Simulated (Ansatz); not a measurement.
Density of states of CsCaH3 (Pm-3m) below the valence band maximum, PBEsol, rigid bands (Ansatz, a program for electronic structure); cell volume 93.6 Å³.

| energy from edge (eV) | 10⁻³ states/eV/cell |
|---|---|
| 0.006 | 297 |
| 0.031 | 663 |
| 0.056 | 930 |
| 0.081 | 1170 |
| 0.106 | 1400 |
| 0.131 | 1610 |
| 0.156 | 1880 |
| 0.181 | 2140 |
| 0.206 | 2400 |
| 0.231 | 2720 |
| 0.256 | 3070 |
| 0.281 | 3490 |
| 0.319 | 4190 |
| 0.344 | 4850 |
| 0.369 | 5770 |
| 0.394 | 7330 |
| 0.419 | 7480 |
| 0.444 | 7390 |
| 0.469 | 7300 |
| 0.494 | 7490 |
| 0.519 | 10400 |
| 0.544 | 10200 |
| 0.569 | 15200 |
| 0.594 | 11100 |

**Question.** What effective density of states at 300 K does this give (∫ g(E) exp(−E/k_BT) dE, both spins, divided by the cell's size)?

**Answer.** 1.5e20 cm⁻³, a density-of-states mass of 3.4 mₑ, valleys and band degeneracy included.

Spin-orbit coupling is left out; where it splits the top of the valence band, N_v and the p-type Seebeck coefficient come out somewhat high without it. Geometry: cell and atoms relaxed with PBEsol.

Computed structure with no diffraction record at hand here (it may be known, metastable or hypothetical): CsCaH3 (Pm-3m).
